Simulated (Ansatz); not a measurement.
**KTaO3: response to strain**

Take KTaO₃ in the cubic perovskite structure (space group Pm-3m, No. 221) as the base.

Space group Pm-3m (No. 221); a = 3.990 Å, b = 3.990 Å, c = 3.990 Å, α = 90.00°, β = 90.00°, γ = 90.00°

```csv
atom,site,symmetry,x,y,z
K,1a,m-3m,0.0000,0.0000,0.0000
Ta,1b,m-3m,0.5000,0.5000,0.5000
O,3c,4/mm.m,0.0000,0.5000,0.5000
```

Strains are applied to the cell and any free atomic positions relax.

Method: r2SCAN/PAW in Ansatz (a program for electronic structure), no SOC.

```csv
isotropic strain (%),band gap (eV)
-1.22,2.72
0,2.63
1.29,?
5.4,2.19
```

Problem. Fit E_g = E₀ + Dε (ε in %) to the rows shown and predict the withheld row.

Solution. Least squares on the printed values gives E₀ = 2.63 eV, D = -80.5 meV per % of strain (largest residual 0.00 eV); this predicts 2.52 eV, and the run gives 2.52 eV, in agreement.

Spin-orbit coupling, missing from the scalar runs, can matter with Ta. Whether these cells are dynamically stable was not tested.
